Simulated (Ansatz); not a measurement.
SiSe2 (Ibam, No. 72, 6 atoms in the cell; start mp-1179443) was calculated with LDA (PAW; Ansatz, a first-principles code).

Numerical settings: plane-wave cutoff 500 eV, 10×10×10 k mesh, gaussian smearing 0.02 eV, scalar-relativistic PAW data made under PBE.

Cell (relaxed at this level):

```cif
data_Se4Si2
_chemical_formula_sum 'Si2 Se4'
_space_group_name_H-M_alt 'P 1'
_space_group_IT_number 1
_cell_length_a 6.09367
_cell_length_b 6.09367
_cell_length_c 6.09367
_cell_angle_alpha 120.198
_cell_angle_beta 87.198
_cell_angle_gamma 123.086
loop_
_space_group_symop_operation_xyz
  'x, y, z'
loop_
_atom_site_label
_atom_site_type_symbol
_atom_site_fract_x
_atom_site_fract_y
_atom_site_fract_z
_atom_site_occupancy
Si1 Si 0.75000 0.75000 0.00000 1
Si2 Si 0.25000 0.25000 0.00000 1
Se1 Se 0.36761 0.71553 0.08314 1
Se2 Se 0.63239 0.28447 0.91686 1
Se3 Se 0.13239 0.21553 0.34792 1
Se4 Se 0.86761 0.78447 0.65208 1
```

Problem. Predict the band gap.

Solution. 
band gap: 1.38 eV (on the SCF k mesh)

Note: the relaxation could not lower the start's symmetry, so the cell can be a saddle point above a distorted one.

Spin–orbit coupling is not included.

Computed values are for the static lattice.

Cost on a shared machine: about 8 core-minutes (a rough figure).

A start named mp-… is a Materials Project structure, which need not be a measured phase.
